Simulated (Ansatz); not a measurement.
Consider GaN in the zinc blende structure (space group F-43m, No. 216).

```
GaN
1.0
    0.00000     2.27425     2.27425
    2.27425     0.00000     2.27425
    2.27425     2.27425     0.00000
N Ga
1 1
Direct
  0.75000   0.75000   0.75000
  0.00000   0.00000   0.00000
```

Level of theory: plane-wave PAW DFT at the PBE level (Ansatz, a first-principles code, 420 eV), no SOC.

Base values:

The electron mass is 0.14 mₑ (at Γ) and the density is 5.91 g/cm³. The shortest interatomic distance is 197.0 pm.

Perturbation: full substitution Ga → Al; the structure is relaxed again.

Task: Estimate the effect on the electron mass, density and shortest interatomic distance.

Result: The electron mass changes from 0.14 mₑ (at Γ) to 0.53 mₑ along k, 0.33 mₑ across (at X); the density shrinks by 2.72 g/cm³, from 5.91 g/cm³ to 3.19 g/cm³; the shortest interatomic distance drops by 6.3 pm, from 197.0 pm to 190.7 pm.

The levels and masses belong to the bands next to the band gap. Effective masses come from finite differences of ±0.01 Å⁻¹. Along k means along the line from Γ to the band edge. Stability against distortions was not tested. This is not the structure that AlN has at room temperature and ambient pressure. This is not the structure that GaN has at room temperature and ambient pressure.
